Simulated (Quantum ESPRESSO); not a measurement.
# σyz against shear in CsCl-type CuZn (space group 221): C44 (Quantum ESPRESSO, PBEsol)

```yaml
crystal:
  lattice:
    - [2.91090, 0.00000, 0.00000]
    - [0.00000, 2.91090, 0.00582]
    - [0.00000, 0.00582, 2.91090]
  atoms:
    - { symbol: Zn, position: [0.50000, 0.50000, 0.50000] }
    - { symbol: Cu, position: [0.00000, 0.00000, 0.00000] }
```

Method: PBEsol, GBRV 1.5 ultrasoft (PBESOL) pseudopotentials (plane waves; Quantum ESPRESSO). Settings: ecutwfc = 65 Ry; ecutrho = 520 Ry; occupations = smearing; smearing = fermi-dirac; degauss = 0.0036749 Ry; potentials = {Zn: zn_pbesol_v1.uspp.F.UPF, Cu: cu_pbesol_v1.2.uspp.F.UPF}; K_POINTS = automatic 22 22 22 0 0 0; conv_thr = 1e-10 Ry; mixing_beta = 0.5. The cell above is the first row's. The rows shear the cubic cell: the yz and zy parts of the deformation are each γ/2. At γ = 0 the shear stress vanishes by symmetry. Stress is positive in tension. In all rows fractional positions and the k mesh are held.

```
γ (%)  σyz (GPa)
-----  ---------
0.4        0.364
0.8        0.728
1.2        1.095
1.6        1.465
2.0        1.840
2.4        2.223
2.8            ?
```

Fit σyz of the 6 rows that show it with a straight line. With u = γ - 1.4, the rows have u = -1.0000, -0.6000, -0.2000, 0.2000, 0.6000, 1.0000. Means: u 0, σyz 1.2858. About the means, the sum of products is 2.6002 and the sum of squares of u is 2.8000; the slope is their ratio. Least squares gives σyz = 1.2858 + 0.92864·u. Residuals (row less fit): 0.0068, -0.0006, -0.0051, -0.0065, -0.0030, 0.0086; standard error 0.0070 (degrees of freedom: 4). The slope of the line, 0.92864 GPa per cent, gives C44 ≈ 100 × 0.92864 = 93 GPa, for the static lattice.

Q: What does the fit predict for σyz at γ = 2.8, and how far is the calculated value from it?

A: u = 1.4000, so σyz = 1.2858 + 0.92864 × 1.4000 = 2.5859 GPa. The calculation gives 2.613 GPa, 0.0271 GPa above the prediction (1.2 % of the range of σyz in the table). The row lies outside the fitted rows, so this is an extrapolation. From the scatter of the fitted rows alone, a prediction at this place has a standard error of 0.0096 GPa, so the miss is 2.8 times that.

Carrying the step between the two nearest rows on in a straight line would have given 2.606, off by 0.007; series whose last step already gives the withheld value aren't shown. The reference cell has the volume at which an earlier scan in this program and functional put its minimum by a fit. The runs keep the symmetry of the cell, so they don't test it for distortions. The unstrained cell stands at a pressure of -0.20 GPa, and the constants belong to that pressure. By symmetry this strain leaves no force on the atoms; the largest in the rows is 0.000 eV/Å. Spin polarisation is off. Without a gap such slopes are sensitive to mesh and smearing. Cutoffs and mesh are single choices, not tested for convergence of this quantity. Series with a scatter that would blur these digits, or in which a gap closes, are not shown. Strain series were run only where this level's volume lies within 10 % of a first guess from the measured size.
